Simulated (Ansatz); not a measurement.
Take LiF in the rock salt structure (space group Fm-3m, No. 225) as the base.

```
LiF
1.0
    0.00000     2.00393     2.00393
    2.00393     0.00000     2.00393
    2.00393     2.00393     0.00000
Li F
1 1
Direct
  0.00000   0.00000   0.00000
  0.50000   0.50000   0.50000
```

Calculations: PBEsol (Ansatz, a quantum-chemistry and plane-wave program, PAW, without spin-orbit coupling).

Before the change:

The density is 2.68 g/cm³, the band gap comes out as 9.05 eV and the electron mass comes out as 0.88 mₑ (at Γ).

Now apply this change: a hydrostatic pressure of 1.5 GPa.

Task: What happens to the density, band gap and electron mass?

Result: The density grows by 0.05 g/cm³, from 2.68 g/cm³ to 2.73 g/cm³; the band gap goes up by 0.18 eV to 9.23 eV; the electron mass becomes 0.90 mₑ (at Γ) (base: 0.88 mₑ (at Γ)).

Load acts through the strain it causes; cell and atoms are relaxed under it. Masses are band curvatures over ±0.01 Å⁻¹ around the edge. Stability against distortions was not tested.
